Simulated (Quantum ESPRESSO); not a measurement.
A user runs Quantum ESPRESSO on ZrZn3 (P6_3/mmc, 8 atoms in the cell) and asks whether the run is sound. The aim is a self-consistent single point with DFT, PBEsol, plane waves, PSlibrary PAW (PBE) pseudopotentials.

The input file:

```fortran
&CONTROL
    calculation = 'scf'
    prefix = 'ZrZn3'
    outdir = './tmp'
    pseudo_dir = './'
    tprnfor = .true.
    tstress = .true.
/
&SYSTEM
    ibrav = 0
    nat = 8
    ntyp = 2
    ecutwfc = 55
    ecutrho = 330
    occupations = 'smearing'
    smearing = 'gaussian'
    degauss = 0.0036749
    input_dft = 'pbesol'
/
&ELECTRONS
    conv_thr = 1.0d-3
    mixing_beta = 0.4
/
ATOMIC_SPECIES
Zr    91.2240  Zr.pbe-spn-kjpaw_psl.1.0.0.UPF
Zn    65.3800  Zn.pbe-dn-kjpaw_psl.1.0.0.UPF
ATOMIC_POSITIONS {crystal}
Zr    0.33333333    0.66666667    0.75000000
Zr    0.66666667    0.33333333    0.25000000
Zn    0.15662000    0.31324000    0.25000000
Zn    0.84338000    0.68676000    0.75000000
Zn    0.84338000    0.15662000    0.75000000
Zn    0.15662000    0.84338000    0.25000000
Zn    0.68676000    0.84338000    0.25000000
Zn    0.31324000    0.15662000    0.75000000
K_POINTS {automatic}
4 4 4  0 0 0
CELL_PARAMETERS {angstrom}
   5.84741023     0.00000000     0.00000000
  -2.92370511     5.06400580     0.00000000
   0.00000000     0.00000000     4.33070000
```

Output (repeated stretches shortened):

```
     file Zr.pbe-spn-kjpaw_psl.1.0.0.UPF: wavefunction(s)  4S 4P renormalized
     file Zn.pbe-dn-kjpaw_psl.1.0.0.UPF: wavefunction(s)  4S 3D renormalized

     Message from routine setup:
     using ibrav=0 with symmetry is DISCOURAGED, use correct ibrav instead
     G-vector sticks info
   [... lines left out ...]
         3        Zn     tau(   3) = (   0.0000000   0.2712738   0.1851546  )
         4        Zn     tau(   4) = (   0.5000000   0.5947516   0.5554639  )
         5        Zn     tau(   5) = (   0.7650700   0.1356369   0.5554639  )
         6        Zn     tau(   6) = (  -0.2650700   0.7303885   0.1851546  )
         7        Zn     tau(   7) = (   0.2650700   0.7303885   0.1851546  )
         8        Zn     tau(   8) = (   0.2349300   0.1356369   0.5554639  )

     number of k points=    12  Gaussian smearing, width (Ry)=  0.0037
                       cart. coord. in units 2pi/alat
        k(    1) = (   0.0000000   0.0000000   0.0000000), wk =   0.0312500
        k(    2) = (   0.0000000   0.0000000   0.3375557), wk =   0.0625000
        k(    3) = (   0.0000000   0.0000000  -0.6751114), wk =   0.0312500
   [... 9 lines left out ...]

     Dense  grid:    87539 G-vectors     FFT dimensions: (  64,  64,  48)

     Smooth grid:    47781 G-vectors     FFT dimensions: (  54,  54,  40)

     Initial potential from superposition of free atoms

     starting charge      95.9744, renormalised to      96.0000
     Self-consistent Calculation

     iteration #  1     ecut=    55.00 Ry     beta= 0.40

     Threshold (ethr) on eigenvalues was too large:
     Diagonalizing with lowered threshold

     total energy              =   -2052.02435834 Ry
     estimated scf accuracy    <       0.07583122 Ry

     iteration #  2     ecut=    55.00 Ry     beta= 0.40

     total energy              =   -2052.02944709 Ry
     estimated scf accuracy    <       0.01175583 Ry

     iteration #  3     ecut=    55.00 Ry     beta= 0.40

     total energy              =   -2052.03197449 Ry
     estimated scf accuracy    <       0.00304305 Ry

     iteration #  4     ecut=    55.00 Ry     beta= 0.40
     End of self-consistent calculation

     the Fermi energy is    12.8509 ev

!    total energy              =   -2052.03223718 Ry
     estimated scf accuracy    <       0.00052032 Ry
     smearing contrib. (-TS)   =      -0.00030694 Ry
     internal energy E=F+TS    =   -2052.03193025 Ry

     convergence has been achieved in   4 iterations

     Forces acting on atoms (cartesian axes, Ry/au):

     atom    1 type  1   force =     0.00000000   -0.00000000    0.00000000
     atom    2 type  1   force =     0.00000000    0.00000000    0.00000000
     atom    3 type  2   force =     0.00000000    0.02447987    0.00000000
     atom    4 type  2   force =     0.00000000   -0.02447987   -0.00000000
   [... lines left out ...]
     Total force =     0.059963     Total SCF correction =     0.094857
   [... lines left out ...]

          total   stress  (Ry/bohr**3)                   (kbar)     P=      -18.13
  -0.00013293   0.00000000   0.00000000          -19.55        0.00        0.00
   0.00000000  -0.00013293   0.00000000            0.00      -19.55        0.00
   0.00000000   0.00000000  -0.00010396            0.00        0.00      -15.29

   JOB DONE.
```

### Question
Is this run sound? If not, what is wrong?

### Answer
The run is not sound. The fault is a convergence threshold that is too loose. A loop that stops early leaves an energy error of second order in the density error, but errors of first order in forces and stress. To fix it, tighten the threshold. The run converged in 4 iterations without an error; against the sound input the free energy stays essentially unchanged (within 1 meV/atom), the pressure goes from -3.91 to -1.81 GPa and the largest force goes from 0.025 to 0.629 eV/Å. The full log also holds: “SCF correction compared to forces is large: reduce conv_thr to get better values”.

An input that runs soundly differs in these lines (not the only fix; some lines may just follow from the change or write a value another way):
```diff
-    conv_thr = 1.0d-3
+    conv_thr = 1.0d-10
```

With that input, the run converged in 12 iterations: free energy E − TS -27919.3225 eV; Fermi level (on the code's own zero) 12.85 eV; pressure -3.91 GPa; largest force (vector length) 0.025 eV/Å (DFT, PBEsol, plane waves, PSlibrary PAW (PBE) pseudopotentials).

On the sound input: the starting cell comes from a database of computed structures (which also holds hypothetical and non-ambient phases and stackings), without a prior relaxation at this level. With a pressure of about -4 GPa the cell is away from its equilibrium volume at this level. Without a gap this mesh is coarse (it stands for a supercell whose shortest vector is 17 Å).
